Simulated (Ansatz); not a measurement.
## (Ta,Nb)Si2: NbTaSi4

A 18-atom cell of (Ta,Nb)Si2 started in the CrSi2 (C40) type structure, site fractions Ta 0.500, Nb 0.500, short-range order -0.33 in the first shell of the mixed sites (0 is random, a negative value favours unlike neighbours), space group C2 at the end.

The mixing enthalpy is taken against the end members in the CrSi2 (C40) type type (which need not be the stable form of TaSi2 and NbSi2), relaxed in the same cell and mesh.

These are PBE (plane waves to 420 eV, PAW; Ansatz, an electronic-structure program) values and carry that method's errors. Spin–orbit coupling is left out; the runs are not spin-polarised. Its k-point mesh 7×5×5, Fermi–Dirac width 0.05 eV.

* **volume per atom**: 14.70 Å³
* **Si–Ta bonds**: 2.716 Å on average, from 2.621 to 2.849 (30)
* **Nb–Si bonds**: 2.713 Å on average, from 2.615 to 2.845 (30)
* **mixing enthalpy per site of the mixed sublattice**: -4 meV
* **departure of the mean lattice parameter from Vegard's line**: under 0.15 %, inside the noise of the relaxations

```xyz
18
Lattice="4.8082 -0.0015 0.0000 -2.4054 4.1656 6.6077 -2.4029 -4.1638 6.6075" Properties=species:S:1:pos:R:3 pbc="T T T"
Ta     1.1980    -2.0873     7.7123
Ta    -1.1994     2.0869     7.7124
Ta     2.4042     0.0000     3.2963
Nb    -2.4040     0.0015     9.9044
Nb     1.2051     2.0772     5.5102
Nb    -1.2039    -2.0776     5.5102
Si    -0.0044    -1.3246     9.9151
Si    -0.0041    -1.3244     3.3074
Si    -3.6569    -0.6564    12.1112
Si     1.1505    -0.6653     5.5055
Si     1.1435     0.6669     1.0978
Si     1.1443     0.6588     7.7086
Si     0.0043     1.3254     3.3074
Si     0.0045     1.3260     9.9152
Si    -1.1497     0.6653     5.5054
Si    -1.1509     0.6583    12.1111
Si    -1.1450    -0.6589     7.7085
Si     3.6638    -0.6687     1.0977
```
